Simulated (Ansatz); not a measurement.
## Convergence study of the plane-wave cutoff for Mg3Au (P3m1, 8 atoms in the cell)

```xyz
8
Lattice="4.6499 0.0000 0.0000 -2.3249 4.0269 0.0000 0.0000 0.0000 8.4514" Properties=species:S:1:pos:R:3 pbc="T T T"
Mg     0.0000     0.0000     2.1629
Mg     0.0000     0.0000     6.3386
Mg     0.0000     2.6846     7.7975
Mg     2.3249     1.3423     0.6539
Mg     2.3249     1.3423     3.5718
Mg     0.0000     2.6846     4.8796
Au     0.0000     2.6846     2.1129
Au     2.3249     1.3423     6.3386
```

Method: LDA (PW92), PAW files made with PBE (plane waves; Ansatz, a quantum-chemistry and plane-wave program).

Base settings: basis.ecutwfc = 30.9 Ry; kpoints.mp_grid.grid = 5 5 2; hamiltonian.xc = lda; hamiltonian.pseudopotentials = {kind: paw} (the program's default PAW files); scf.occupations.method = gaussian; scf.occupations.width = 0.0073 Ry.

The second cell is the first with its lattice scaled by 0.98.

The mesh stays at the base's, so the ladder's end is converged at best in this setting alone.

The first pressure column holds Ansatz's estimate of the finite-basis (Pulay) stress, which hides part of the cutoff error; the other is without it.

Only quantities that move along the ladder and can be compared are tabulated.

The count of work is k-points × plane waves × bands × iterations; it is no time. 

The starting cell comes from a database of computed structures (which also holds hypothetical and non-ambient phases and stackings), without a prior relaxation at this level. Its lattice was rescaled by up to half a per cent. One atom was moved a little off its site on purpose. Without a gap this mesh is coarse (it stands for a supercell whose shortest vector is 17 Å).

| basis.ecutwfc | free energy less the last step's (meV/atom) | energy of the compressed cell less the first (meV/atom) | pressure (GPa) | pressure without the Pulay estimate (GPa) | largest difference of a force vector from the last step's (eV/Å) | count of work / last |
|---|---|---|---|---|---|---|
| 10.7 Ry | 29347.14 | -389.81 | -4.61 | -859.01 | 0.137 | 0.047 |
| 12.5 Ry | 11723.70 | 97.90 | 0.10 | -404.67 | 0.068 | 0.056 |
| 14 Ry | 5469.24 | -48.02 | -3.34 | -216.83 | 0.147 | 0.074 |
| 15.4 Ry | 2627.26 | -7.25 | -2.09 | -118.94 | 0.102 | 0.087 |
| 16.9 Ry | 1160.17 | -15.71 | -1.76 | -61.08 | 0.015 | 0.10 |
| 18.4 Ry | 490.55 | -4.33 | -1.98 | -30.67 | 0.028 | 0.12 |
| 21.7 Ry | 60.20 | -0.58 | -2.03 | -6.82 | 0.003 | 0.16 |
| 24.6 Ry | 7.58 | -0.46 | -2.04 | -2.80 | 0.001 | 0.19 |
| 27.9 Ry | 1.02 | -0.71 | -2.06 | -2.12 | 0.000 | 0.23 |
| 30.9 Ry | 0.54 | -0.75 | -2.07 | -2.09 | 0.000 | 0.27 |
| 33.8 Ry | 0.31 | -0.76 | -2.07 | -2.08 | 0.000 | 0.31 |
| 37.1 Ry | 0.19 | -0.76 | -2.07 | -2.07 | 0.000 | 0.36 |
| 41.5 Ry | 0.15 | -0.76 | -2.07 | -2.07 | 0.000 | 0.42 |
| 46.3 Ry | 0.10 | -0.77 | -2.07 | -2.07 | 0.000 | 0.50 |
| 54 Ry | 0.05 | -0.77 | -2.07 | -2.07 | 0.000 | 0.62 |
| 61.7 Ry | 0.03 | -0.77 | -2.07 | -2.07 | 0.000 | 0.76 |
| 74.2 Ry | 0.00 | -0.77 | -2.07 | -2.07 | 0.000 | 1.0 |

Coarsest basis.ecutwfc that holds the pressure without the Pulay estimate within 0.2 GPa of the last step, with all finer ones: 27.9 Ry, at 0.23 of the last step's count of work; the step before is off by 0.72 GPa.

Coarsest basis.ecutwfc that holds the energy of the compressed cell less the first within 1 meV/atom of the last step, with all finer ones: 21.7 Ry, at 0.16 of the last step's count of work; the step before is off by 3.6 meV/atom.

Coarsest basis.ecutwfc that holds the free energy within 2 meV/atom of the last step, with all finer ones: 27.9 Ry, at 0.23 of the last step's count of work; the step before is off by 7.6 meV/atom.

The energy difference between the two cells stays within 1 meV/atom of the last step's from 21.7 Ry on, the total only from 30.9 Ry on: much of the error is common to both cells and cancels.

At the lowest cutoff the pressure without the Pulay estimate lies 857 GPa under the last step's, the usual sign of Pulay stress in an incomplete plane-wave basis.

Keys are those of Ansatz 0.2.
